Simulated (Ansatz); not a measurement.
Amorphous Si$_{72}$O$_{150}$H$_{12}$, 234 atoms at 2.15 g/cm³, one PBE-relaxed geometry, zone centre. Methods: PBE, scalar-relativistic without spin-orbit coupling (Ansatz, an electronic-structure program); r2SCAN, scalar-relativistic without spin-orbit coupling (Ansatz). Plane waves to 420 eV (r2SCAN 500 eV). At PBE the levels at the filled edge of the gap are localised (band-tail or defect states), and the nearest spread-out levels lie 5.4 eV apart at the zone centre. All rungs ran without spin polarisation.

It comes from a melt-quench run on a machine-learned potential (CHGNet), relaxed afterwards by DFT. O atoms were pushed apart under 1.9 Å during the dynamics, to hinder bonds among them. The hot cell started wider than the set density and was brought back towards it in steps. It is the lowest in DFT energy of 8 quenches. It is a model cell: composition and starting density were chosen by hand, and all elements were melted together. No dispersion term was used. Its density started from a set value of 2.15 and ended at 2.15 g/cm³. Cooling (nominally 520 K/ps over its main leg) ran many orders faster than in experiment, which tends to leave more defects and strain. A cell of this size samples the disorder only roughly. The volume was held where the preparation left it and the shape relaxed, at a PBE pressure of 0.0 GPa.

The relaxation ran on the zone centre alone. At PBE the level gap is 5.01 eV on a 2×2×2 Γ-centred mesh, and the spacing at the zone centre alone 5.01 eV.

Question: What zone-centre spacing does r2SCAN give, roughly?

Answer: 5.69 eV (+0.68 eV against PBE).

The highest filled and the lowest empty state spread over these numbers of atoms (participation numbers): PBE: 4.5 and 196.6; r2SCAN: 4.3 and 195.6.
